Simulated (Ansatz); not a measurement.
We consider 1T (CdI2-type) MgI2, described by PBEsol (PAW; Ansatz, a program for electronic structure).

Numerical settings: plane-wave cutoff 520 eV, 12×12×6 k mesh (along the axes of the cell as run), scalar-relativistic PAW data made under PBE.

Computed at the level's own relaxed cell.

```yaml
crystal:
  lattice:
    - [4.12949, 0.00000, 0.00000]
    - [-2.06475, 3.57625, 0.00000]
    - [0.00000, 0.00000, 7.02464]
  atoms:
    - { symbol: Mg, position: [0.00000, 0.00000, 0.00000] }
    - { symbol: I, position: [0.33333, 0.66667, 0.23759] }
    - { symbol: I, position: [0.66667, 0.33333, 0.76241] }
```

Give the elastic tensor (Voigt notation, GPa, ions relaxed, in the Cartesian axes of the cell as printed).


```
   44.2    12.1     2.6    -0.5     0.0     0.0
   12.1    44.2     2.6     0.5     0.0     0.0
    2.6     2.6     8.9     0.0     0.0     0.0
   -0.5     0.5     0.0     2.6     0.0     0.0
    0.0     0.0     0.0     0.0     2.6    -0.5
    0.0     0.0     0.0     0.0    -0.5    16.0
```

Note: the cell comes from a level without a dispersion term, which matters for the spacing of layers, chains or molecules; the cell has widely spaced layers and the level no dispersion term, so their spacing and the moduli can rest on weak binding.

The computed numbers hold no vibrational or temperature effects.
